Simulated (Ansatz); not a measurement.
Base system: C in the diamond structure (space group Fd-3m, No. 227; a = 3.5603 Å). Axes: x, y, z lie along the cube axes.

Level of theory: r2SCAN (Ansatz, a first-principles code), no spin-orbit coupling, earlier PAW set.

One thing is altered: uniaxial strain ε_zz = −4.26 %, all other strain components held at zero, atoms relaxed at fixed cell.

**Question.** Predict the stress tensor and what it implies for the stiffness.

**Answer.** Stress of the strained cell less that of the base (GPa, compression positive):
```
   6.87    0.00    0.00
   0.00    6.87    0.00
   0.00    0.00   50.03
```

Then −Δσ_ii/ε with ε = -0.0426 gives secant stiffness values (nonlinear terms included at this strain): C33 ≈ 1170 GPa, C13 ≈ 161 GPa and C23 ≈ 161 GPa.

As a check, the harmonic strain energy −½ V₀ Δσ:ε is 38 meV/atom; the computed energy rise is 37 meV/atom.

No phonon test of stability was made.
